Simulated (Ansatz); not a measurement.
The parent structure is SnSe2 in the 2H-MoS2 type structure (space group P6_3/mmc, No. 194; a hypothetical phase, not in the database extracts checked; layered, stacked along the Cartesian z axis).

```
CELL_PARAMETERS angstrom
      3.79559     0.00000     0.00000
     -1.89780     3.28708     0.00000
      0.00000     0.00000    12.02539
ATOMIC_POSITIONS crystal
  Sn 0.33333 0.66667 0.25000
  Sn 0.66667 0.33333 0.75000
  Se 0.33333 0.66667 0.60782
  Se 0.66667 0.33333 0.10782
  Se 0.66667 0.33333 0.39218
  Se 0.33333 0.66667 0.89218
```

Cartesian axes are those of the cell as printed.

Method: r2SCAN+rVV10 (Ansatz, a first-principles code), scalar-relativistic without spin-orbit coupling.

Base values:

- Shortest interatomic distance = 277.9 pm
- Pressure = 0.0 GPa

It is then changed as follows: biaxial strain −4.92 %, plane normal [001], relaxed out of plane (Cartesian); in-plane vectors clamped, the third vector and the atoms free.

Q: What happens to the shortest interatomic distance?

A: The shortest interatomic distance falls by 6.78 pm (277.9 pm → 271.2 pm).

Q: Estimate the effect on the pressure.

A: The pressure (mean of the normal stresses, compression positive) goes from zero to 4.6 GPa.

No phonon test of stability was made. The final runs are not spin-polarised.
